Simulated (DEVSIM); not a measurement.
Structure: illuminated Si n-on-p cell, one wavelength, at 350 K.

Layer 1 from the left is Si, thickness (μm) 0.100, Nd (cm⁻³) 5.8e17, τn (s) 2.3e-7, τp (s) 8.1e-7, absorption coefficient (cm⁻¹) 51000. Layer 2 from the left is Si, thickness (μm) 120, Na (cm⁻³) 2.4e15, τn (s) 3e-6, τp (s) 3e-6, absorption coefficient (cm⁻¹) 51000.

Left contact: ohmic, minority hole recombination velocity 1e6 cm/s. Right contact: ohmic, minority electron recombination velocity 5e5 cm/s. Voltage is applied to the left contact. Recombination: SRH at mid-gap, radiative, Auger. Light enters at the left, 9.2e16 photons cm⁻² s⁻¹, one pass, no reflection. Mobility is constant in doping.

Constants are typed, rounded textbook-type inputs, not results; the design itself was drawn at random and stands for no fabricated device. Values at 300 K; Nc and Nv go as T^1.5, mobilities as T to minus their exponent, the gap by Varshni's rule with the affinity fixed.

Si: gap (eV) 1.124, affinity (eV) 4.05, permittivity 11.7, Nc (cm⁻³) 2.86e19, Nv (cm⁻³) 3.1e19, μn (cm²/Vs) 1417, μp (cm²/Vs) 470, T exponent of μn 2.3, T exponent of μp 2.2, B (cm³/s) 4.7e-15, Cn (cm⁶/s) 2.8e-31, Cp (cm⁶/s) 9.9e-32, Varshni α (eV/K) 0.000473, Varshni β (K) 636.

Simulated with DEVSIM: 1D drift-diffusion, Boltzmann statistics, complete ionisation; no tunnelling, impact ionisation, image-force lowering or self-heating.

### Question
What does the simulation give for the dark forward voltage at 100 A/cm², the potential step across the device at zero bias, the short-circuit current, the dark forward voltage at 1 A/cm²?

### Answer
dark forward voltage at 100 A/cm² 1.283 V; potential step across the device at zero bias 0.694 V; short-circuit current 13.2 mA/cm²; dark forward voltage at 1 A/cm² 0.541 V.
